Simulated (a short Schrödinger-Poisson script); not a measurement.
System: MOS inversion layer, HfO2 on p-type Si(100), at 300 K.

```tsv
layer	material	thickness (nm)	Na (cm⁻³)
1	HfO2	7	-
2	Si	1200	1.2e17
```

Constants are typed, rounded textbook-type inputs, not results; the design itself was drawn at random and stands for no fabricated device. HfO2: permittivity 22, conduction-band edge (eV) 1.55, gap (eV) 5.7, electron mass (mₑ) 0.2. Si: permittivity 11.7, conduction-band edge (eV) 0, gap (eV) 1.124, Nv at 300 K (cm⁻³) 3.1e19.

Channel valleys (confinement mass, in-plane density-of-states mass, number): Δ2 0.916, 0.19, 2; Δ4 0.19, 0.417, 4. At the gate the conduction-band edge of layer 1 lies 1.78 eV − eVg above the Fermi level of the channel; the field vanishes at the back. Gaps are held at their typed values at every temperature. Mesh 0.03 nm at interfaces.

From a short Schrödinger-Poisson script (our own, NumPy): 1D Poisson equation in equilibrium, electrons quantum, Hartree (BenDaniel-Duke, 12 states a valley, the channel's in-plane mass for all, wave functions ending at the dielectric), parabolic valleys, classical holes, full ionisation, no traps, pinning or gate leakage.

The same stack at other levels of the model or other numerical settings:

```
run                                          sheet density of all electrons at Vg = 1 V (cm⁻²)  sheet density of all electrons at Vg = 0.4 V (cm⁻²)  capacitance at Vg = 1 V (μF/cm²)  centroid of the channel electrons at Vg = 1 V (nm)  rough cost against the base
-------------------------------------------  -------------------------------------------------  ---------------------------------------------------  --------------------------------  --------------------------------------------------  ---------------------------
base                                                                                   8.19e12                                              1.14e12                              2.06                                                1.76                      about 1
electrons treated as classical, Boltzmann                                              1.09e13                                              1.83e12                              2.58                                                0.55                         0.03
electrons treated as classical, Fermi-Dirac                                            1.03e13                                              1.78e12                              2.38                                                0.75                          0.2
mesh six times as coarse                                                               8.20e12                                              1.14e12                              2.06                                                1.75                          0.2
one subband a valley                                                                   8.16e12                                              1.11e12                              2.06                                                1.68                          0.5
```

The classical rows ignore confinement, and Boltzmann statistics overrate the density once the band edge passes the Fermi level.
